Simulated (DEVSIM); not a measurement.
Structure: Co/SiO2/p-InP capacitor, at 250 K.

```csv
layer (left to right),material,thickness (nm),Na (cm⁻³)
1,SiO2,0.940,-
2,InP,390,2.6e18
```

Metal gate on the left, work function 5 eV. Fixed charge at the semiconductor interface -4.5e11 cm⁻² (in units of +e); no interface traps.

This is a model device: material constants are rounded textbook-type values typed into the input, and sizes, dopings and lifetimes were drawn at random. Values at 300 K; Nc and Nv go as T^1.5, mobilities as T to minus their exponent, the gap by Varshni's rule with the affinity fixed.

| parameter | SiO2 | InP |
|---|---|---|
| gap (eV) | 9 | 1.344 |
| affinity (eV) | 0.9 | 4.38 |
| permittivity | 3.9 | 12.5 |
| Nc (cm⁻³) | - | 5.7e17 |
| Nv (cm⁻³) | - | 1.1e19 |
| Varshni α (eV/K) | - | 0.000363 |
| Varshni β (K) | - | 162 |

Simulated with DEVSIM: 1D Poisson equation in equilibrium, Boltzmann statistics, complete ionisation; no quantum confinement or tunnelling. Metal contacts follow the ideal Schottky-Mott rule: no Fermi-level pinning, no interface dipoles.

Give the band bending (positive: bands bend down) and minority sheet density.


```json
[
 {"Vg (V)": "-0.7", "ψs (V)": "-0.002", "minority carriers (cm⁻²)": "< 1e8"},
 {"Vg (V)": "-0.4", "ψs (V)": "0.188", "minority carriers (cm⁻²)": "< 1e8"},
 {"Vg (V)": "-0.1", "ψs (V)": "0.428", "minority carriers (cm⁻²)": "< 1e8"},
 {"Vg (V)": "0.2", "ψs (V)": "0.682", "minority carriers (cm⁻²)": "< 1e8"},
 {"Vg (V)": "0.5", "ψs (V)": "0.944", "minority carriers (cm⁻²)": "< 1e8"},
 {"Vg (V)": "0.8", "ψs (V)": "1.210", "minority carriers (cm⁻²)": "< 1e8"}
]
```
